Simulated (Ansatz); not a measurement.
The starting structures come from a database of crystals and need not be the phases stable at ambient conditions.

By PBEsol, the system below comes out a metal.

A figure of merit of an interconnect metal is its ballistic conductance per area.

Here is the system:

```xyz
5
Lattice="3.0778 0.0000 0.0000 0.0000 14.2862 0.0000 1.5389 7.1431 1.5389" Properties=species:S:1:pos:R:3 pbc="T T T"
Al     0.0000     0.0000     0.0000
Al     0.0000     2.7690     0.0000
Al     0.0000    11.5172     0.0000
Ru     0.0000     5.6306     0.0000
Ru     0.0000     8.6556     0.0000
```

Space group of this cell: I4/mmm. The cell is taken as given; by PBEsol its mean pressure is -1.0 GPa.

The current flows along the normal of the first two printed cell vectors, the (100) plane of the conventional cell. No spin-orbit coupling; the value is a mean over 0.1 eV about the Fermi level.

Compute, with PBEsol (Ansatz, a quantum-chemistry and plane-wave program), the ballistic conductance per area.

0.49 × 10¹⁵ S/m² for both spins.
